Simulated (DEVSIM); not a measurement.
Structure: abrupt Si n-p junction, at 350 K.

Layer 1 from the left is Si, thickness (μm) 1.10, Nd (cm⁻³) 1.8e16, τn (s) 3.6e-6, τp (s) 3.6e-6. Layer 2 from the left is Si, thickness (μm) 1.30, Na (cm⁻³) 1.1e14, τn (s) 3.6e-6, τp (s) 3.6e-6.

Left contact: ohmic. Right contact: ohmic. Voltage is applied to the left contact. Recombination: SRH at mid-gap. Mobility is constant in doping.

The device is made up for the run: typed textbook-type constants, with dimensions and the other settings drawn at random. Values at 300 K; Nc and Nv go as T^1.5, mobilities as T to minus their exponent, the gap by Varshni's rule with the affinity fixed.

Si: gap (eV) 1.124, affinity (eV) 4.05, permittivity 11.7, Nc (cm⁻³) 2.86e19, Nv (cm⁻³) 3.1e19, μn (cm²/Vs) 1417, μp (cm²/Vs) 470, T exponent of μn 2.3, T exponent of μp 2.2, Varshni α (eV/K) 0.000473, Varshni β (K) 636.

DEVSIM, 1D drift-diffusion, Boltzmann statistics, complete ionisation; no tunnelling, impact ionisation, image-force lowering or self-heating.

Task: What does the simulation give for the potential step across the device at zero bias, the largest field in the device at zero bias, the dark forward voltage at 1 A/cm²?

Result: potential step across the device at zero bias 0.496 V; largest field in the device at zero bias 8700 V/cm; dark forward voltage at 1 A/cm² 0.268 V.
